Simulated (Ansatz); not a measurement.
An Ansatz (an electronic-structure program) input (PBE (Ansatz), scalar-relativistic without spin-orbit coupling, earlier PAW set):

Ansatz 0.2 input:
```yaml
crystal:
  lattice:
    - [3.1491261659, 0, 0]
    - [-1.5745630829, 2.7272232594, 0]
    - [0, 0, 8.4699737571]
  atoms:
    - { symbol: C, position: [0, 0, 0.7781606008] }
    - { symbol: C, position: [0.3333333333, 0.6666666667, 0.4166446374] }
    - { symbol: C, position: [0.6666666667, 0.3333333333, 0.0616355592] }
    - { symbol: Si, position: [0, 0, 0.004136274] }
    - { symbol: Pd, position: [0.3333333333, 0.6666666667, 0.6660581247] }
    - { symbol: Pd, position: [0.6666666667, 0.3333333333, 0.3233648038] }
basis: { ecutwfc: 420, ecutrho_ratio: 4, xc_grid: 2, fft_grid_basis: typed }
kpoints: { mp_grid: { grid: [17, 17, 6] } }
hamiltonian:
  xc: pbe
  dispersion: none
  pseudopotentials: { azcp: { folder: ./paw }, kind: paw }
scf: { occupations: { method: fermi_dirac, width: 0.05 }, convergence: { dr2_threshold: 0.0000000006 } }
output: { forces: true, stress: true }
checkpoint: { write: state.ck, write_every: 1000 }
```

Q: Which symmetry and how many k-points will the program report, and about how many plane waves at Γ?

A: Space group P3m1 (ITA 156) with 6 operations, k-points 180 of 1734, and 1409 plane waves at Γ.

Each cell is one ordered arrangement of few atoms, which overstates ordering effects compared with a random alloy. Whether these cells are dynamically stable was not tested. The final runs are not spin-polarised. The cell was made from SiC by this change: x(Pd) = 0.667, 6 atoms, P3m1.
